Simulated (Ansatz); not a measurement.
Take GaN in the wurtzite structure (space group P6_3mc, No. 186; a = 3.1826 Å, c = 5.1853 Å) as the base.

Modification: cell and atoms relaxed at a pressure of 45 GPa.

Levels (all Ansatz, an electronic-structure program, PAW): PBEsol (420 eV, no spin-orbit coupling); r2SCAN (500 eV, no spin-orbit coupling).

The geometry is relaxed with PBEsol.

- PBEsol band gap: 2.95 eV
- PBEsol pressure: 45.00 GPa
- PBEsol electron mass: 0.23 mₑ along c, 0.26 mₑ across (at Γ)

**Question.** What does r2SCAN give at this geometry for the band gap, pressure and electron mass?

**Answer.** The band gap grows by 0.54 eV to 3.49 eV; the pressure grows by 1.68 GPa, from 45.00 GPa to 46.68 GPa; the electron mass remains 0.23 mₑ along c, 0.26 mₑ across (at Γ).

Single points use the geometry relaxed with PBEsol. Their cutoffs differ, which shifts pressures a little. Load acts through the strain it causes; cell and atoms are relaxed under it. Effective masses come from finite differences of ±0.01 Å⁻¹. Whether these cells are dynamically stable was not tested. Tetrahedral semiconductors of this kind turn to denser phases somewhere between about 1 and 50 GPa; those were not computed, so compressed cells here can lie past the real transition.
